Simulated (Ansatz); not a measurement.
Calculation: PBE (plane waves to 420 eV, PAW; Ansatz, a quantum-chemistry and plane-wave program).

Plane-averaged electrostatic potential energy along the normal, in eV from the Fermi level, for a constructed model of the (100) surface of fcc Al, a pseudomorphic layer of Mg in the host's stacking (bottom of the slab: a bare face, its two planes held):

| z (Å) | V (eV) |
|---|---|
| 3.79 | 4.25 |
| 4.08 | 4.25 |
| 4.38 | 4.24 |
| 4.67 | 4.24 |
| 4.96 | 4.23 |
| 5.25 | 4.20 |
| 5.54 | 4.16 |
| 5.83 | 4.05 |
| 6.12 | 3.83 |
| 6.42 | 3.38 |
| 6.71 | 2.48 |
| 7.00 | 0.72 |
| 7.29 | -2.49 |
| 7.58 | -5.14 |
| 7.88 | -5.85 |
| 8.17 | -5.91 |
| 8.46 | -5.47 |
| 8.75 | -3.58 |
| 9.04 | -2.11 |
| 9.33 | -3.75 |
| 9.62 | -5.61 |
| 9.92 | -6.07 |
| 10.21 | -6.06 |
| 10.50 | -5.49 |
| 10.79 | -3.43 |
| 11.08 | -2.09 |
| 11.38 | -3.87 |
| 11.67 | -5.64 |
| 11.96 | -6.05 |
| 12.25 | -6.01 |
| 12.54 | -5.38 |
| 12.83 | -3.34 |
| 13.12 | -2.44 |
| 13.42 | -4.42 |
| 13.71 | -5.80 |
| 14.00 | -6.06 |
| 14.29 | -5.95 |
| 14.58 | -5.04 |
| 14.88 | -2.81 |
| 15.17 | -2.47 |
| 15.46 | -4.68 |
| 15.75 | -5.92 |
| 16.04 | -6.12 |
| 16.33 | -5.96 |
| 16.62 | -4.84 |
| 16.92 | -2.55 |
| 17.21 | -2.46 |
| 17.50 | -4.72 |
| 17.79 | -5.86 |
| 18.08 | -6.01 |
| 18.38 | -5.76 |
| 18.67 | -4.40 |
| 18.96 | -1.61 |
| 19.25 | -0.45 |
| 19.54 | -1.54 |
| 19.83 | -5.26 |
| 20.12 | -10.97 |
| 20.42 | -13.03 |
| 20.71 | -9.06 |
| 21.00 | -3.52 |
| 21.29 | -0.40 |
| 21.58 | 1.43 |
| 21.88 | 2.52 |
| 22.17 | 3.13 |
| 22.46 | 3.46 |
| 22.75 | 3.63 |
| 23.04 | 3.72 |
| 23.33 | 3.77 |
| 23.62 | 3.79 |
| 23.92 | 3.80 |
| 24.21 | 3.81 |
| 24.50 | 3.81 |
| 24.79 | 3.81 |

Model: 7-atom slab, 12.0 Å thick at the start, 13x13x1 mesh, Fermi-Dirac 0.1 eV, dipole correction, 2 atoms held, the rest relaxed; symmetry of the start imposed; no spin, no spin-orbit, no U. It is one candidate, not shown to be the stable structure of the face.

Task: The surface cell has an area of 8.17 Å². What dipole along the normal does the step between the two vacuum levels imply?

Result: the top vacuum level lies 0.44 eV below the bottom one; p = −ε₀ A ΔV (ε₀ = 0.005526 e/(V·Å)) gives 0.02 e·Å a cell.
